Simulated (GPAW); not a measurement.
# A self-consistent single point of BaO (Fm-3m, 2 atoms in the cell) with GPAW

Computed with PBE, GPAW PAW datasets PBE (gpaw-data 1.0.1) (plane waves; GPAW).

The input file:

```python
from ase import Atoms
from ase.units import GPa
from gpaw import GPAW

atoms = Atoms(['Ba', 'O'],
              cell=[[0.000000, 2.761690, 2.761690],
                    [2.761690, 0.000000, 2.761690],
                    [2.761690, 2.761690, 0.000000]],
              scaled_positions=[[0.000000, 0.000000, 0.000000],
                                [0.500000, 0.500000, 0.500000]],
              pbc=True)

calc = GPAW(mode={'name': 'pw', 'ecut': 950},
            xc='PBE',
            kpts={'size': (4, 4, 4), 'gamma': True},
            occupations={'name': 'fermi-dirac', 'width': 0.05},
            nbands=-8,
            convergence={'density': 1e-05, 'bands': -6},
            symmetry={'symmorphic': False, 'tolerance': 0.0005},
            maxiter=100)

atoms.calc = calc

energy = atoms.get_potential_energy()
print('Energy (eV):', round(energy, 6))
forces = atoms.get_forces()
print('Forces (eV/Ang):')
print(forces.round(5))
stress = atoms.get_stress()
print('Stress (GPa, Voigt):', (stress / GPa).round(4))
```

The program printed (abridged):

```
Input parameters:
  convergence: {bands: -6,
                density: 1e-05}
  kpts: {gamma: True,
         size: (4, 4, 4)}
  maxiter: 100
  mode: {ecut: 950,
         name: pw}
  nbands: -8
  occupations: {name: fermi-dirac,
                width: 0.05}
  symmetry: {symmorphic: False,
             tolerance: 0.0005}
  xc: PBE

species:
  Ba:
    name: Barium
    Z: 56.0
    valence: 10
    core: 46
    charge: 0.0
    file: Ba.PBE.gz

    # Using partial waves for Ba as LCAO basis

  O:
    name: Oxygen
    Z: 8.0
    valence: 6
    core: 2
    charge: 0.0
    file: O.PBE.gz

    # Using partial waves for O as LCAO basis

Reference energy: -223318.694812  # eV

Spin-paired calculation

Convergence criteria:
 Maximum [total energy] change in last 3 cyles: 0.0005 eV / valence electron
 Maximum integral of absolute [dens]ity change: 1e-05 electrons / valence electron
 Maximum integral of absolute [eigenst]ate change: 4e-08 eV^2 / valence electron
 Maximum number of scf [iter]ations: 100

Symmetries present (total): 48
Symmetries with fractional translations: 0
64 k-points: 4 x 4 x 4 Monkhorst-Pack grid + [1/8,1/8,1/8]
8 k-points in the irreducible part of the Brillouin zone
       k-points in crystal coordinates                weights
   0:     0.00000000    0.00000000    0.00000000          1/64
   1:     0.25000000    0.25000000    0.00000000          6/64
   2:     0.25000000    0.25000000    0.25000000          8/64
   [... 5 lines left out ...]

Wave functions: Plane wave expansion
  Cutoff energy: 950.000 eV
  Number of coefficients (min, max): 2741, 2826
  Pulay-stress correction: 0.000000 eV/Ang^3 (de/decut=0.000000)

Occupation numbers: Fermi-Dirac:
  width: 0.0500  # eV

Eigensolver

Densities:
  Coarse grid: 28*28*28 grid
  Fine grid: 56*56*56 grid
  Total Charge: 0.000000

Density mixing:
  Method: separate
  Backend: pulay
  Linear mixing parameter: 0.05
  old densities: 5
  Damping of long wavelength oscillations: 50

Hamiltonian:
  XC and Coulomb potentials evaluated on a 56*56*56 grid
  External potential:
    NoExternalPotential

XC parameters: PBE with 2 nearest neighbor stencil

Number of atoms: 2
Number of atomic orbitals: 9
Number of bands in calculation: 16
Number of valence electrons: 16
Bands to converge: 10

Density initialized from atomic densities
  9 bands from LCAO basis set
  7 bands from random numbers

Atomic positions and initial magnetic moments

Positions:
   0 Ba     0.000000    0.000000    0.000000    ( 0.0000,  0.0000,  0.0000)
   1 O      2.761690    2.761690    2.761690    ( 0.0000,  0.0000,  0.0000)

Unit cell:
           periodic     x           y           z      points  spacing
  1. axis:    yes    0.000000    2.761690    2.761690    28     0.1139
  2. axis:    yes    2.761690    0.000000    2.761690    28     0.1139
  3. axis:    yes    2.761690    2.761690    0.000000    28     0.1139

  Lengths:   3.905619   3.905619   3.905619
  Angles:   60.000000  60.000000  60.000000

Effective grid spacing dv^(1/3) = 0.1243

     iter     time        total  log10-change:
                         energy   eigst   dens
iter:   1 --:--:--   -13.848109   +1.62
iter:   2 --:--:--   -13.266836   +0.27  -0.89
iter:   3 --:--:--   -12.071113   -0.71  -0.95
iter:   4 --:--:--   -12.084347   -1.57  -1.24
iter:   5 --:--:--   -12.006157   -1.64  -1.37
iter:   6 --:--:--   -12.008461   -3.25  -2.13
iter:   7 --:--:--   -12.007206c  -2.97  -1.97
iter:   8 --:--:--   -12.006995c  -5.18  -2.74
iter:   9 --:--:--   -12.006951c  -4.43  -2.80
iter:  10 --:--:--   -12.007109c  -4.19  -2.50
iter:  11 --:--:--   -12.007134c  -4.24  -2.94
iter:  12 --:--:--   -12.007108c  -4.48  -2.63
iter:  13 --:--:--   -12.007109c  -6.37  -4.12
iter:  14 --:--:--   -12.007109c  -7.89c -4.14
iter:  15 --:--:--   -12.007110c  -7.00  -4.17
iter:  16 --:--:--   -12.007110c  -8.31c -4.83
iter:  17 --:--:--   -12.007110c  -9.95c -5.50c

Converged after 17 iterations.

Dipole moment: (0.000000, -0.000000, -0.000000) |e|*Ang

Energy contributions relative to reference atoms: (reference = -223318.694812)

Kinetic:        +15.824442
Potential:      -13.259659
External:        +0.000000
XC:             -14.757560
Entropy (-ST):   -0.000000
Local:           +0.185667
SIC:             +0.000000
--------------------------
Free energy:    -12.007110
Extrapolated:   -12.007110

Showing only first 2 kpts
 Kpt  Band  Eigenvalues  Occupancy
  0     6      6.83679    2.00000
  0     7      6.83679    2.00000
  0     8     10.83002    0.00000
  0     9     11.91884    0.00000

  1     6      6.85123    2.00000
  1     7      6.85123    2.00000
  1     8     10.19426    0.00000
  1     9     12.50864    0.00000

Fermi level: 8.21472

Gap: 1.965 eV
Transition (v -> c):
  (s=0, k=5, n=7, [0.50, 0.50, 0.00]) -> (s=0, k=5, n=8, [0.50, 0.50, 0.00])
No difference between direct/indirect transitions
Energy (eV): -12.00711

Forces in eV/Ang:
  0 Ba   -0.00000   -0.00000   -0.00000
  1 O    -0.00000    0.00000    0.00000

Stress tensor:
    -0.020205     0.000000     0.000000
     0.000000    -0.020205    -0.000000
     0.000000    -0.000000    -0.020205
Stress (GPa, Voigt): [-3.2372 -3.2372 -3.2372 -0.      0.      0.    ]
```

The run converged in 17 iterations. GPAW prints stress with tension positive.

At such cutoffs GPAW's stress carries a finite-basis (Pulay) error, which enters relaxed cells too; its log prints stress with tension positive.

The starting cell has typed, rounded lattice constants, without a prior relaxation at this level. Its lattice was rescaled by up to half a per cent.
